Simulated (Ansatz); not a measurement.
Cost and result by functional for the surface energy of the (331) surface of fcc Cu in its 1x1 cell, outermost plane spacing 0.83 Å in the ideal cut, in Ansatz (plane waves, PAW). Single points on the PBE structure, on one kind of machine; costs are rough ratios of the slab run's core time (references not counted) to the cheapest single point. r2SCAN's cost holds its higher cutoff (500 against 420 eV). Differences are taken against r2SCAN for comparison alone: no measured value is at hand, so the table doesn't rank accuracy.

Set-up: 13 atoms, 10.0 Å thick at the start (thin: gaps and levels are the slab's own); mesh 15x7x1; 0.1 eV smearing; dipole correction on; all atoms relaxed; held to the part of the start's symmetry that mesh and held atoms allow; no spin, no spin-orbit, no U. These notes are the PBE run's.

```csv
functional,relative cost,surface energy (J/m²),less r2SCAN (J/m²)
RPBE,1,1.30,-0.48
PBEsol,1,1.86,0.09
LDA,1,2.02,0.24
r2SCAN,2,1.78,0.00
PBE (the relaxed run's value),–,1.52,-0.25
```

The values span 0.72 J/m², while the single points' costs differ by a factor of roughly 2. Differences are of unrounded values.

Ansatz is a first-principles code.
